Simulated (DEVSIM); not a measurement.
Device: Schottky contact on p-type Si, at 400 K.

| layer (left to right) | material | thickness (μm) | Na (cm⁻³) | τn (s) | τp (s) |
|---|---|---|---|---|---|
| 1 | Si | 0.670 | 3.5e16 | 3.8e-7 | 3.8e-7 |
| 2 | Si | 23.0 | 1.8e18 | 3.8e-7 | 3.8e-7 |

Left contact: Schottky, work function 4.654 eV, emission velocity 2.6e6 cm/s. Right contact: ohmic. Voltage is applied to the left contact. Recombination: SRH at mid-gap. Gap narrowing is on: ΔEg = 6.92 meV × (l + √(l² + 0.5)), l = ln(N/1.3e17 cm⁻³), shared equally by both band edges. Mobility is constant in doping. Where it depends on doping, it is μmin + (μ − μmin)/(1 + (N/Nref)^α).

The device is made up for the run: typed textbook-type constants, with dimensions and the other settings drawn at random. Values at 300 K; Nc and Nv go as T^1.5, mobilities as T to minus their exponent, the gap by Varshni's rule with the affinity fixed. The table also holds parameters that only a changed run uses.

```csv
parameter,Si
gap (eV),1.124
affinity (eV),4.05
permittivity,11.7
Nc (cm⁻³),2.86e19
Nv (cm⁻³),3.1e19
μn (cm²/Vs),1417
μp (cm²/Vs),470
"μn,min",52
"μp,min",45
"Nref,n",9.7e16
"Nref,p",2.2e17
αn,0.68
αp,0.72
T exponent of μn,2.3
T exponent of μp,2.2
Cn (cm⁶/s),2.8e-31
Cp (cm⁶/s),9.9e-32
Varshni α (eV/K),0.000473
Varshni β (K),636
```

DEVSIM, 1D drift-diffusion, Boltzmann statistics, complete ionisation; no tunnelling, impact ionisation, image-force lowering or self-heating. Metal contacts follow the ideal Schottky-Mott rule: no Fermi-level pinning, no interface dipoles.

Base results: potential step across the device at zero bias (V) 0.361.

**Question.** What follows from this one change: metal work function 4.654 → 4.754 eV?

**Answer.** potential step across the device at zero bias 0.361 → 0.261 V.

**Question.** What follows from this one change: metal work function 4.654 → 4.504 eV?

**Answer.** potential step across the device at zero bias 0.361 → 0.511 V.
